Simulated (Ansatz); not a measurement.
Consider Si (space group Ia-3, No. 206; a = 6.6016 Å).

Level of theory: plane-wave PAW DFT at the PBEsol level (Ansatz, a first-principles code, 420 eV), no SOC.

One change was made to it. Results:

The shortest interatomic distance increases by 0.657 Å (2.340 Å → 2.997 Å); the density grows by 6.762 g/cm³ to 9.36 g/cm³.

### Question
Name the change that was made.
A. Si → Pt
B. Si → Pb
C. Si → Cu

### Answer
B, Si → Pb. For comparison, the shortest interatomic distance in the other runs: Si → Pt gives 2.428 Å; Si → Cu gives 2.207 Å.

Stability against distortions was not tested. As relaxed here, Pb, Pt and Cu are hypothetical phases, not in the database extracts checked. The final runs are not spin-polarised. Pt lies near a magnetic instability that expansion can trigger; it was not tested. Pt has a high density of states at the Fermi level and may be magnetic at this level. This is not the structure that Si has at room temperature and ambient pressure.
